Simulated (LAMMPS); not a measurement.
MD of GaAs (zinc blende) at zero pressure, 216 atoms, as a liquid; each row is its own run.

All values are model results, not measurements: classical MD, pair style bop, file GaAs.bop.table (LAMMPS).

| T (K) | D(As) (cm²/s) |
|---|---|
| 1200 | 5.02e-6 |
| 1500 | 1.97e-5 |
| 1650 | 3.81e-5 |
| 1880 | 6.22e-5 |
| 2400 | 0.000125 |

Q: Fit an Arrhenius law, ln y = a + b / x, to these rows (x is the first column, y the second) and predict the run at x = 2100.

A: Least squares gives a = -5.5878 and b = -7839. The slope times kB gives an activation energy of 0.68 eV. At x = 2100 the fit predicts 8.96e-5 cm²/s. The run itself gave (9.1 ± 0.7) × 10^-5 cm²/s, so the fit is 1.6 % low, within the run's error.

Caution (row 1200): enthalpy drifts during the constant-pressure average: a transition or slow ageing; fluctuation values are void.

Caution: a run this short can hold a crystal over, or a liquid under, the potential's own melting point, which these runs don't give.

Caution: the real compound melts congruently only under the pressure of its own vapour and loses its more volatile element when open.

Errors of D are the spread over four groups of atoms in one short run; a floor of about 5 %, a picked value, is safer.
